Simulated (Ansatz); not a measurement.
# Relaxation of cell and atoms of Ti3Al (P6_3/mmc, 8 atoms in the cell) at several settings

```
Ti3Al
1.0
    5.73965     0.00000     0.00000
   -2.86983     4.97068     0.00000
    0.00000     0.00000     4.62407
Ti Al
6 2
Cartesian
  2.86983   3.27966   1.15602
  0.00000   1.69103   3.46805
 -1.40535   4.12517   3.46805
  4.27518   0.84551   1.15602
  1.46447   0.84551   1.15602
  1.40535   4.12517   3.46805
  0.00000   3.31379   1.15602
  2.86983   1.65689   3.46805
```

Base: PBE (Ansatz, an electronic-structure program). Its settings: kpoints.mp_grid.grid = 5 5 5; hamiltonian.xc = pbe; hamiltonian.pseudopotentials = {kind: paw} (the program's default PAW files); scf.occupations.method = cold; scf.occupations.width = 0.272 eV. Starting volume 16.49 Å³ per atom.

Each line gives the change from the base single point and the result:

- hamiltonian.dispersion: default → d3bj; relax: default → cell and atoms [DFT, PBE-D3BJ, plane waves, default PAW files]: pressure 0.01 GPa; largest force (vector length) 0.002 eV/Å; final cell a = b = 5.6533 Å, c = 4.5940 Å, α = β = 90.00°, γ = 120.00°; final volume per atom 15.89 Å³; relaxation steps 6.
- relax: default → cell and atoms; relax.cell.p_target: default → 5 GPa: pressure 5.00 GPa; largest force (vector length) 0.001 eV/Å; final cell a = b = 5.6686 Å, c = 4.6044 Å, α = β = 90.00°, γ = 120.00°; final volume per atom 16.02 Å³; relaxation steps 6; free energy against the base single point 9.0 meV/atom.

The starting cell comes from a database of computed structures (which also holds hypothetical and non-ambient phases and stackings), without a prior relaxation at this level. Its lattice was rescaled by a random factor within 2.5 % of one. Spin polarisation is off. Ansatz's pressure includes its estimate of the finite-basis (Pulay) stress.

Left out of this page: 1 run of the series outside the window shown, repeating another row's setting, or not comparable.

Keys are those of Ansatz 0.2.
